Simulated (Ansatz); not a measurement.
The reference is ZnGeP₂ in the chalcopyrite structure (space group I-42d, No. 122; a = 5.4243 Å, c = 10.7097 Å). Axes: x, y, z lie along a, b, c of the conventional cell.

Method: DFT with PBEsol, PAW potentials and a 420 eV plane-wave cutoff in Ansatz (a program for electronic structure), spin-orbit coupling left out.

Base values:

Smallest direct gap: 1.24 eV
Valence-band top at Γ: 0.00, -0.07, -0.07 eV
Pressure: 0.00 GPa

Now apply this change: the cell is stretched by 1.50 % along x with no lateral relaxation, atoms relaxed at fixed cell.

Question: What does the calculation give for the smallest direct gap after the change?

Answer: The smallest direct gap drops by 0.027 eV, from 1.24 eV to 1.22 eV.

Question: How does this affect the valence-band top at Γ?

Answer: The valence-band top at Γ (three highest levels, from the VBM) goes from 0.00, -0.07, -0.07 eV to 0.00, -0.07, -0.16 eV.

Question: Estimate the effect on the pressure.

Answer: The pressure (mean of the normal stresses, compression positive) goes from zero to -1.20 GPa.

The cells carry an imposed strain or load. Stability against distortions was not tested.
